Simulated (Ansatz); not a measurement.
A zone-centre phonon calculation of Mo2N (I4_1/amd, 6 atoms in the cell) with Ansatz (an electronic-structure program).

Method of the run: LDA (PW92), default PAW files made with PBE (plane waves; Ansatz).

```
CELL_PARAMETERS angstrom
     -2.13417     2.13417     3.98701
      2.13417    -2.13417     3.98701
      2.13417     2.13417    -3.98701
ATOMIC_POSITIONS crystal
  Mo 0.98696 0.48696 0.50000
  Mo 0.23696 0.23696 0.00000
  Mo 0.76304 0.76304 0.00000
  Mo 0.51304 0.01304 0.50000
  N  0.25000 0.75000 0.50000
  N  0.50000 0.50000 0.00000
```

Reference input (self-consistent single point, DFT, LDA (PW92), plane waves, default PAW files made with PBE): basis.ecutwfc = 420 eV; kpoints.mp_grid.grid = 9 9 9; hamiltonian.xc = lda; hamiltonian.pseudopotentials = {kind: paw} (the program's default PAW files); scf.occupations.method = gaussian; scf.occupations.width = 0.1 eV. This run's input differs from it in these lines:

Ansatz 0.2 input:
```diff
@@ -20,7 +20,5 @@
 scf:
-  occupations: { method: gaussian, width: 0.1 }
-output:
-  forces: true
-  eigenvalues: true
-  stress: true
+  occupations: { method: gaussian, width: 0.5 }
+phonons:
+  method: dfpt
```

Output, abridged:

```
SCF iter   1: F=—  HF=-20121.976560 eV  |F-HF|=—  |Δ(HF+E_count)|=         —  Δρ=9.63e-3  dr2=4.12e-2  ethr=1.77e-3  ⟨swp⟩=5.6  Hψ=40649  notcnv=0
all-band conjugate gradients solve this SCF's bands
automatic band count: the SCF goes on with 49 bands, as 41 were too few: they end inside the smearing window of the response
preconditioner: auto → Kerker (q_TF=auto, 2.685 Å⁻¹)
   [... lines left out ...]
SCF iter   5: F=—  HF=-20121.970144 eV  |F-HF|=—  |Δ(HF+E_count)|=   3.05e-6  Δρ=1.88e-5  dr2=2.48e-7  ethr=1.21e-8  ⟨swp⟩=2.2  Hψ=8102  notcnv=0
SCF iter   6: F=—  HF=-20121.970144 eV  |F-HF|=—  |Δ(HF+E_count)|=   8.67e-8  Δρ=3.58e-6  dr2=5.06e-9  ethr=3.76e-10  ⟨swp⟩=2.6  Hψ=9803  notcnv=0
SCF iter   7: F=—  HF=-20121.970144 eV  |F-HF|=—  |Δ(HF+E_count)|=  4.33e-10  Δρ=5.26e-7  dr2=1.78e-10  ethr=7.67e-12  ⟨swp⟩=2.6  Hψ=9863  notcnv=0
SCF iter   8: F=-20121.970144 eV  HF=-20121.970144 eV  |F-HF|=7.28e-12  |Δ(HF+E_count)|=  2.55e-11  Δρ=9.19e-8  dr2=7.57e-12  ethr=1.00e-12  ⟨swp⟩=10.7  Hψ=25525  notcnv=0
SCF 1 converged in 8 iterations: F = -20121.970144 eV  dr2 = 7.57e-12
DFPT response loops at Γ: preconditioner auto → Kerker (q_TF=auto, 2.685 Å⁻¹) (partly filled bands, converged f_vac=0.000) …
Free energy (F): -20121.970144 eV
Internal energy: -20121.476936 eV  (E = F + TS)
E sigma→0 (E₀):  -20121.723540 eV
Entropy (-TS):   -0.493208 eV (-82.201 meV/atom)
Fermi energy:    20.454939 eV
--- Phonons (Γ-DFPT): 5 representative perturbations + reference, on 125 of 729 k-points (Σ response iterations 16) ---
  k mesh reduced under 4 symmetry operations, with k and −k counted as one. Each operation leaves every solved displacement unchanged or reverses it
  ASR residual: 5.068e-5 → 0.000e0 eV/Å²; symmetrization residual: 2.338e-6 eV/Å²
  ASR residual per site (eV/Å²): 1.97e-5 1.97e-5 1.97e-5 1.97e-5 5.07e-5 5.07e-5
  Γ frequencies (cm⁻¹): 0.00 0.00 0.00 62.50 111.84 111.84 165.31 165.31 171.69 171.69 199.90 208.43 349.06 349.06 365.95 365.95 554.41 597.15
  non-analytic LO–TO correction: not included (Born effective charges unavailable; polar crystals: no LO–TO splitting at Γ)
```

The run converged in 8 iterations. 

Summary of the result:
| Quantity | Value |
|---|---|
| Free energy E − TS (on the zero of these files) | -20121.9701 eV |
| Fermi level (on the code's own zero) | 20.45 eV |
| Zone-centre frequencies (cm⁻¹; negative means imaginary) | 0, 0, 0, 62, 112, 112, 165, 165, 172, 172, 200, 208, 349, 349, 366, 366, 554, 597 |

The starting cell comes from a database of computed structures (which also holds hypothetical and non-ambient phases and stackings), without a prior relaxation at this level. Its lattice was rescaled by up to half a per cent. Spin polarisation is off.

Cost on one core of a shared machine: roughly 5 min.
